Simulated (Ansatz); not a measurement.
# A computed series for SiO2: pressure series

Consider SiO2 (space group P4_12_12, No. 92).

```
SiO2
1.0
    5.08278     0.00000     0.00000
    0.00000     5.08278     0.00000
    0.00000     0.00000     7.09805
Si O
4 8
Cartesian
  1.49460   1.49460   0.00000
  4.03599   1.04679   5.32354
  1.04679   4.03599   1.77451
  3.58818   3.58818   3.54903
  1.22546   0.47714   1.23818
  3.76685   2.06425   4.08536
  1.31593   3.01853   0.53633
  3.85732   4.60564   4.78721
  4.60564   3.85732   2.31084
  2.06425   3.76685   3.01270
  3.01853   1.31593   6.56172
  0.47714   1.22546   5.85987
```

Cell and atoms are relaxed at each pressure.

All numbers come from PBE (Ansatz, a first-principles code, PAW, without spin-orbit coupling), earlier PAW set.

Two rows of this table had their results exchanged by mistake.

| pressure | volume per atom (Å³) | shortest distance (Å) | band gap |
|---|---|---|---|
| pressure −2 GPa | 11.32 | 1.620 | 5.89 eV |
| pressure −1 GPa | 16.35 | 1.624 | 5.42 eV |
| pressure 1.8 GPa | 13.85 | 1.625 | 5.66 eV |
| pressure 4.2 GPa | 12.65 | 1.624 | 5.78 eV |
| pressure 9 GPa | 17.55 | 1.623 | 5.31 eV |
| pressure 18 GPa | 10.09 | 1.612 | 5.96 eV |
| pressure 30 GPa | 9.19 | 1.602 | 5.94 eV |
| pressure 45 GPa | 7.10 | 1.725 | 6.88 eV |
| pressure 60 GPa | 6.89 | 1.705 | 6.93 eV |

Which two?

The rows for pressure −2 GPa and pressure 9 GPa: the volume has to fall steadily with pressure, so 17.55 Å³ belongs to pressure −2 GPa and 11.32 Å³ to pressure 9 GPa.

Load acts through the strain it causes; cell and atoms are relaxed under it. No phonon test of stability was made. Competing high-pressure phases were not computed. Along this pressure series the structure jumps between pressure 30 GPa and pressure 45 GPa; cells beyond that are another form of it.
